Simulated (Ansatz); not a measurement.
The reference is InP in the zinc blende structure (space group F-43m, No. 216).

```xyz
2
Lattice="0.0000 2.9135 2.9135 2.9135 0.0000 2.9135 2.9135 2.9135 0.0000" Properties=species:S:1:pos:R:3 pbc="T T T"
In     0.0000     0.0000     0.0000
P      1.4567     1.4567     1.4567
```

Cartesian axes are those of the cell as printed.

Calculations: LDA, PAW, 420 eV (Ansatz, an electronic-structure program; no spin-orbit coupling).

For the base:

| Item | Value |
|---|---|
| Electron mass | 0.046 mₑ (at Γ) |
| Pressure | 0.00 GPa |
| Band gap | 0.58 eV |
| Valence-band top at Γ | 0.00, 0.00, 0.00 eV |

Modification: biaxial strain −0.83 %, plane normal [111], relaxed out of plane (Cartesian); in-plane vectors clamped, the third vector and the atoms free.

Task: What does the calculation give for the ratio −ε⊥/ε∥ after the change?

Result: The ratio −ε⊥/ε∥ amounts to 0.62.

Task: Estimate the effect on the electron mass.

Result: The electron mass changes from 0.046 mₑ (at Γ) to 0.050 mₑ (at Γ).

Task: How does this affect the pressure?

Result: The pressure (mean of the normal stresses, compression positive) goes from zero to 0.84 GPa.

Task: What happens to the band gap?

Result: The band gap rises by 0.026 eV to 0.60 eV.

Task: What does the calculation give for the valence-band top at Γ after the change?

Result: The valence-band top at Γ (three highest levels, from the VBM) changes from 0.00, 0.00, 0.00 eV to 0.00, 0.00, -0.10 eV.

Masses are band curvatures over ±0.01 Å⁻¹ around the edge. Stability against distortions was not tested.
